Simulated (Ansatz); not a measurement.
The starting structures come from a database of crystals and need not be the phases stable at ambient conditions.

 Where the default PAW files enter, the runs use the earlier of Ansatz's two default sets.

Crystal: Li2GePbS4 (I-42m, not sure to be the ambient phase, 8 atoms a cell, 20.3 Å³ an atom); planes in its conventional cell.

Level of theory: r2SCAN (plane waves, PAW; Ansatz, a quantum-chemistry and plane-wave program).

The gap is the functional's own. No spin-orbit coupling. Mid-gap values are interpolated on the energy grid.

```csv
plane,area of the cell (Å²),mid-gap κ (1/Å),largest κ in the gap (1/Å)
(001),41.9,0.27,0.28
(110),35.4,___,___
```

Problem. The slowest decay depends on the direction. Supply the withheld values.

Solution. 
- (110), mid-gap κ (1/Å): 0.20
- (110), largest κ in the gap (1/Å): 0.20
